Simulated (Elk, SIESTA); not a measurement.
An Elk input for a self-consistent single point of AgPt (P-6m2, 2 atoms in the cell) (DFT, PBEsol, all-electron FP-LAPW, Elk's shipped species files, APW+lo basis with extra local orbitals):

```
tasks
  0

xctype
  22

rgkmax
  8.0

gmaxvr
  16.0

nxlo
  2

lorbcnd
  .true.

rmtscf
  0.88

lmaxi
  3

stype
  0

swidth
  0.00367493

maxscl
  100

avec
    5.1540180707   -0.0000004319    0.0000000000
   -2.5770086613    4.4635107968    0.0000000000
    0.0000000000    0.0000000000    8.8802161227

sppath
  'species/'

atoms
  2
  'Ag.in'
  1
  0.0000000000  0.0000000000  0.5000000000    0.0 0.0 0.0
  'Pt.in'
  1
  0.6666666667  0.3333333333  0.0000000000    0.0 0.0 0.0

ngridk
  11 11 6
```

### Question
Give the SIESTA input for the same structure, mesh, smearing and functional.

### Answer
This is the input that was run; spellings and numerical settings could be chosen otherwise.

```
# files in the folder: Ag.psml Pt.psml (PseudoDojo PBEsol standard)
SystemName  AgPt
SystemLabel siesta

NumberOfAtoms                2
NumberOfSpecies              2
%block ChemicalSpeciesLabel
  1 47 Ag
  2 78 Pt
%endblock ChemicalSpeciesLabel
LatticeConstant              1.0 Ang
%block LatticeVectors
     2.727389000    0.000000000    0.000000000
    -1.363694000    2.361988000    0.000000000
     0.000000000    0.000000000    4.699208000
%endblock LatticeVectors
AtomicCoordinatesFormat      Bohr
%block AtomicCoordinatesAndAtomicSpecies
     0.000000000    0.000000000    4.440108061  1
     2.577012015    1.487835322    0.000000000  2
%endblock AtomicCoordinatesAndAtomicSpecies

XC.functional                GGA
XC.authors                   PBEsol
PAO.BasisSize                DZP
PAO.EnergyShift              0.01 Ry
MeshCutoff                   300 Ry
%block kgrid.MonkhorstPack
   11   0   0  0.0
    0  11   0  0.0
    0   0   6  0.0
%endblock kgrid.MonkhorstPack
OccupationFunction           MP
OccupationMPOrder            0
ElectronicTemperature        100.0 meV

MaxSCFIterations             150
SCF.Mixer.Method             Pulay
SCF.Mixer.Weight             0.1
SCF.Mixer.History            8
SCF.DM.Tolerance             1.0E-04
Diag.ParallelOverK           true
WriteForces                  true
```

Basis settings and potentials, where a program has them, do not carry over. This input uses DFT, GGA PBEsol, numerical atomic orbitals DZP, PseudoDojo PBEsol standard norm-conserving potentials (rewritten from UPF to PSML).

The starting cell comes from a database of computed structures (which also holds hypothetical and non-ambient phases and stackings), without a prior relaxation at this level. For this run, on top of that: lattice scaled by 0.98.
